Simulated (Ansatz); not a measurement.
Consider TiAl (space group P4/mmm, No. 123; a = 2.813 Å, c = 4.059 Å).

Structures relaxed with plane-wave PAW DFT at the r2SCAN level (Ansatz, a quantum-chemistry and plane-wave program, 500 eV), spin-orbit coupling left out, earlier PAW set.

Base:

Simulated powder pattern, Cu Kα1, λ = 1.54056 Å (kinematic, ideal powder, no thermal factors, no anomalous dispersion; the 14 strongest lines at most, above 2 %, up to 2θ = 90°):

```csv
2θ (°),I/Imax (%),hkl
21.88,9.0,(001)
31.79,6.8,(100)
38.92,100,(101)
44.61,17,(002)
45.57,31,(110)
51.10,2.9,(111)
55.81,2.1,(102)
65.68,19,(112)
66.42,9.1,(200)
78.36,11,(103)
79.74,21,(211)
83.57,9.2,(202)
```

Modification: a hydrostatic pressure of 4.5 GPa.

After the change:

Simulated powder pattern, Cu Kα1, λ = 1.54056 Å (kinematic, ideal powder, no thermal factors, no anomalous dispersion; the 14 strongest lines at most, above 2 %, up to 2θ = 90°):

```tsv
2θ (°)	d (Å)	I/Imax (%)	hkl
22.14	4.011	9.0	(001)
32.16	2.781	6.8	(100)
39.39	2.285	100	(101)
45.17	2.006	16	(002)
46.13	1.966	31	(110)
51.73	1.766	2.8	(111)
56.53	1.627	2.0	(102)
66.54	1.404	19	(112)
67.28	1.390	9.1	(200)
79.47	1.205	11	(103)
80.85	1.188	21	(211)
84.77	1.143	9.2	(202)
```

The indices refer to the base's conventional cell; one index is shown for lines that coincide.

Load acts through the strain it causes; cell and atoms are relaxed under it. Whether these cells are dynamically stable was not tested. The final runs are not spin-polarised.
